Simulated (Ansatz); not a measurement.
Input and output of a self-consistent single point for TiCd (P4mm, 4 atoms in the cell) (Ansatz, a program for electronic structure).

Level of theory: PBEsol, default PAW files made with PBE (plane waves; Ansatz).

```
TiCd
1.0
    2.90254     0.00000     0.00000
    0.00000     2.90254     0.00000
    0.00000     0.00000     9.05925
Ti Cd
2 2
Direct
  0.00000   0.50000   0.39679
  0.50000   0.00000   0.60873
  0.00000   0.50000   0.86667
  0.50000   0.00000   0.13333
```

Reference input (self-consistent single point, DFT, PBEsol, plane waves, default PAW files made with PBE): basis.ecutwfc = 420 eV; kpoints.mp_grid.grid = 11 11 4; hamiltonian.xc = pbesol; hamiltonian.pseudopotentials = {kind: paw} (the program's default PAW files); scf.occupations.method = fermi_dirac; scf.occupations.width = 0.1 eV. This run's input differs from it in these lines:

Ansatz 0.2 input:
```diff
@@ -13,3 +13,3 @@
 kpoints:
-  mp_grid: { grid: [11, 11, 4] }
+  mp_grid: { grid: [8, 8, 3] }
 hamiltonian:
```

The program printed (abridged):

```
SCF iter   1: F=—  HF=-21316.257938 eV  |F-HF|=—  |Δ(HF+E_count)|=         —  Δρ=8.25e-3  dr2=6.14e-2  ethr=1.77e-3  ⟨swp⟩=4.8  Hψ=3669  notcnv=0
all-band conjugate gradients solve this SCF's bands
preconditioner: auto → Kerker (q_TF=auto, 2.649 Å⁻¹)
SCF iter   2: F=—  HF=-21316.247617 eV  |F-HF|=—  |Δ(HF+E_count)|=   1.03e-2  Δρ=3.57e-3  dr2=1.73e-2  ethr=9.59e-5  ⟨swp⟩=2.8  Hψ=2007  notcnv=0
SCF iter   3: F=—  HF=-21316.245046 eV  |F-HF|=—  |Δ(HF+E_count)|=   2.57e-3  Δρ=9.54e-4  dr2=1.78e-3  ethr=2.70e-5  ⟨swp⟩=2.3  Hψ=1579  notcnv=0
SCF iter   4: F=—  HF=-21316.244802 eV  |F-HF|=—  |Δ(HF+E_count)|=   2.44e-4  Δρ=2.32e-4  dr2=9.72e-5  ethr=2.77e-6  ⟨swp⟩=2.0  Hψ=1348  notcnv=0
SCF iter   5: F=—  HF=-21316.244746 eV  |F-HF|=—  |Δ(HF+E_count)|=   5.61e-5  Δρ=6.38e-5  dr2=3.44e-6  ethr=1.52e-7  ⟨swp⟩=2.0  Hψ=1281  notcnv=0
SCF iter   6: F=—  HF=-21316.244746 eV  |F-HF|=—  |Δ(HF+E_count)|=   1.03e-7  Δρ=1.52e-5  dr2=4.46e-7  ethr=5.37e-9  ⟨swp⟩=2.4  Hψ=1849  notcnv=0
SCF iter   7: F=-21316.244746 eV  HF=-21316.244746 eV  |F-HF|=1.52e-8  |Δ(HF+E_count)|=   3.74e-8  Δρ=3.37e-6  dr2=2.04e-8  ethr=1.56e-10  ⟨swp⟩=4.7  Hψ=3557  notcnv=0
SCF 1 converged in 7 iterations: F = -21316.244746 eV  dr2 = 2.04e-8
Free energy (F): -21316.244746 eV
Internal energy: -21316.153156 eV  (E = F + TS)
E sigma→0 (E₀):  -21316.198951 eV
Entropy (-TS):   -0.091590 eV (-22.898 meV/atom)
Fermi energy:    14.220613 eV
--- Forces (eV/Å), atoms counted from 1 ---
  atom   1  Ti     0.00000000     0.00000000    -0.31985896
  atom   2  Ti    -0.00000000     0.00000000     0.21443888
  atom   3  Cd    -0.00000000     0.00000000    -0.05366567
  atom   4  Cd     0.00000000     0.00000000     0.15906720
--- Stress (GPa, compression-positive) ---
       -3.728903       0.000000      -0.000000
        0.000000      -3.728903       0.000000
        0.000000       0.000000      -3.585863
  P = ⅓ Tr σ = -3.6812 GPa (-36.812 kbar)
  The stress holds the Pulay correction. Without it, at fixed plane waves, as pw.x and ABINIT print it: P = -3.7096 GPa
```

The run converged in 7 iterations. Against the reference run the free energy rises by 3.6 meV/atom, the pressure stays at -3.68 GPa and the largest force goes from 0.296 to 0.320 eV/Å.

The starting cell comes from a database of computed structures (which also holds hypothetical and non-ambient phases and stackings), without a prior relaxation at this level. Its lattice was rescaled by up to half a per cent. One atom was moved a little off its site on purpose. Spin polarisation is off. With a pressure of about -4 GPa the cell is away from its equilibrium volume at this level. Ansatz's pressure includes its estimate of the finite-basis (Pulay) stress.
